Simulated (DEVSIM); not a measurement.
Structure: illuminated Si p-on-n cell, one wavelength, at 400 K.

```csv
layer (left to right),material,thickness (μm),Nd (cm⁻³),Na (cm⁻³),τn (s),τp (s),absorption coefficient (cm⁻¹)
1,Si,0.0500,-,4.2e18,1.3e-6,8e-7,110
2,Si,210,1.5e15,-,1.9e-6,1.9e-6,110
```

Left contact: ohmic, minority electron recombination velocity 3e5 cm/s. Right contact: ohmic, minority hole recombination velocity 2e6 cm/s. Voltage is applied to the left contact. Recombination: SRH at mid-gap, radiative, Auger. Light enters at the left, 9.7e17 photons cm⁻² s⁻¹, one pass, no reflection. Mobility is constant in doping. Where it depends on doping, it is μmin + (μ − μmin)/(1 + (N/Nref)^α).

Constants are typed, rounded textbook-type inputs, not results; the design itself was drawn at random and stands for no fabricated device. Values at 300 K; Nc and Nv go as T^1.5, mobilities as T to minus their exponent, the gap by Varshni's rule with the affinity fixed. The table also holds parameters that only a changed run uses.

| parameter | Si |
|---|---|
| gap (eV) | 1.124 |
| affinity (eV) | 4.05 |
| permittivity | 11.7 |
| Nc (cm⁻³) | 2.86e19 |
| Nv (cm⁻³) | 3.1e19 |
| μn (cm²/Vs) | 1417 |
| μp (cm²/Vs) | 470 |
| μn,min | 52 |
| μp,min | 45 |
| Nref,n | 9.7e16 |
| Nref,p | 2.2e17 |
| αn | 0.68 |
| αp | 0.72 |
| T exponent of μn | 2.3 |
| T exponent of μp | 2.2 |
| B (cm³/s) | 4.7e-15 |
| Cn (cm⁶/s) | 2.8e-31 |
| Cp (cm⁶/s) | 9.9e-32 |
| Varshni α (eV/K) | 0.000473 |
| Varshni β (K) | 636 |

Model (solved in DEVSIM): 1D drift-diffusion, Boltzmann statistics, complete ionisation; no tunnelling, impact ionisation, image-force lowering or self-heating.

Base results: dark forward voltage at 100 A/cm² (V) 1.570; share of generated pairs collected at short circuit 0.357; short-circuit current (mA/cm²) 50.0; dark forward voltage at 1 A/cm² (V) 0.504.

Q: What follows from this one change: recombination velocity at the left contact 300000 → 100 cm/s?

A: dark forward voltage at 100 A/cm² 1.570 → 1.155 V; share of generated pairs collected at short circuit little changed (0.357); short-circuit current little changed (50.0 mA/cm²); dark forward voltage at 1 A/cm² little changed (0.507 V).

Q: What follows from this one change: photon flux 9.7e+17 → 2.9e+18 cm^-2 s^-1?

A: dark forward voltage at 100 A/cm² little changed (1.570 V); share of generated pairs collected at short circuit 0.357 → 0.375; short-circuit current 50.0 → 157 mA/cm²; dark forward voltage at 1 A/cm² little changed (0.504 V).

Q: What follows from this one change: doping-dependent mobility in place of the constant one?

A: dark forward voltage at 100 A/cm² little changed (1.566 V); share of generated pairs collected at short circuit 0.357 → 0.355; short-circuit current 50.0 → 49.7 mA/cm²; dark forward voltage at 1 A/cm² 0.504 → 0.509 V.
